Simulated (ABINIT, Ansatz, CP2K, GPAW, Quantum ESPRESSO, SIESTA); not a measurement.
## YSe (Fm-3m, 2 atoms in the cell) computed with different codes at matched settings

Self-consistent single point, at a second geometry (lattice scaled by 0.98). First geometry:

```xyz
2
Lattice="0.0000 2.8784 2.8784 2.8784 0.0000 2.8784 2.8784 2.8784 0.0000" Properties=species:S:1:pos:R:3 pbc="T T T"
Y      2.8784     2.8784     2.8784
Se     0.0000     0.0000     0.0000
```

Shared settings, as Ansatz (a program for electronic structure) writes them: kpoints.mp_grid.grid = 8 8 8; scf.occupations.method = gaussian; scf.occupations.width = 0.2 eV. Potentials and cutoffs stand in the table.

```json
[
 {"code": "Quantum ESPRESSO", "model": "PBEsol, SSSP 1.1.2 precision (PBE) pseudopotentials", "ΔF from the first geometry (meV/atom)": "-1.6", "pressure (GPa)": "2.55", "cutoff": "50 Ry"},
 {"code": "CP2K", "model": "PBEsol, GPW, DZVP-MOLOPT-SR-GTH basis, GTH-PBE potentials (GTH_POTENTIALS)", "ΔF from the first geometry (meV/atom)": "4.6", "pressure (GPa)": "3.38", "cutoff": "grid 500 Ry"},
 {"code": "GPAW", "model": "PBEsol, GPAW PAW datasets PBEsol (made by gpaw-setup)", "ΔF from the first geometry (meV/atom)": "-4.2", "pressure (GPa)": "2.16", "cutoff": "550 eV"},
 {"code": "ABINIT", "model": "PBEsol, PAW (JTH v2.0 PBE PAW, files made for PBE)", "ΔF from the first geometry (meV/atom)": "-2.5", "pressure (GPa)": "2.39", "cutoff": "20 Ha"},
 {"code": "SIESTA", "model": "GGA PBEsol, numerical atomic orbitals DZP, PseudoDojo PBEsol standard norm-conserving potentials (rewritten from UPF to PSML)", "ΔF from the first geometry (meV/atom)": "11.7", "pressure (GPa)": "4.29", "cutoff": "grid 350 Ry"},
 {"code": "Ansatz", "model": "PBEsol, PAW files made with PBE", "ΔF from the first geometry (meV/atom)": "-2.4", "pressure (GPa)": "2.45", "cutoff": "default"}
]
```

The spread over the programs that give each value: ΔF from the first geometry within 15.9 meV/atom; pressure within 2.13 GPa.

CP2K and SIESTA use small atom-centred bases, whose incompleteness enters pressures, forces and empty levels differently from a plane-wave cutoff. Ansatz's pressure is given at a fixed set of plane waves, as the other plane-wave codes print theirs. In the pressure, SIESTA (by 1.87) lies more than 1 GPa from the median of the plane-wave programs.

The starting cell comes from a database of computed structures (which also holds hypothetical and non-ambient phases and stackings), without a prior relaxation at this level. For this run, on top of that: lattice scaled by 0.98.

Left out of this page: Elk and FLEUR (not drawn, or without a comparable value).

Keys are those of Ansatz 0.2.
